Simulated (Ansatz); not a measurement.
System: cubic perovskite CsHgBr₃ (idealised or unconfirmed structure). Method: LDA in Ansatz (PAW).

Run with plane-wave cutoff 520 eV, 10×10×10 k mesh, Fermi–Dirac smearing 0.05 eV, scalar-relativistic PAW data made under PBE.

Pressure at four volumes; x = ln(V/32.216 Å³). One pressure is withheld.

```tsv
V (Å³/atom)	x	P (GPa)
30.283	-0.0619	?
30.927	-0.0408	1.602
32.216	0.0000	0.017
34.149	0.0583	-1.731
```

### Question
Pass a parabola P(x) through the three rows shown, estimate the bulk modulus and its pressure derivative near zero pressure, and predict the withheld pressure.

### Answer
Slopes between the rows: (0.017 − (1.602))/(0.0000 − (-0.0408)) = -38.85 and (-1.731 − (0.017))/(0.0583 − (0.0000)) = -29.98 GPa. Their difference over the span 0.0991 is c = 8.87/0.0991 = 89.5 GPa, so P(x) = 1.602 + (-38.85)(x − (-0.0408)) + 89.5 (x − (-0.0408))(x − (0.0000)). At the middle row B = −dP/dx = −[-38.85 + 89.5 × 0.0408] = 35.2 GPa, and B′ = dB/dP = 2c/B = 5.1. At x = -0.0619 the parabola gives 2.539 GPa; the run gives 2.554 GPa. The Birch–Murnaghan fit to the energies at all volumes has B0 = 34.8 GPa and B′ = 5.2.

Note: the relaxation could not lower the start's symmetry, so the cell can be a saddle point above a distorted one.

Spin–orbit coupling is not included; it can open a gap where bands touch, and shift volumes and moduli.

Ansatz is an electronic-structure program.
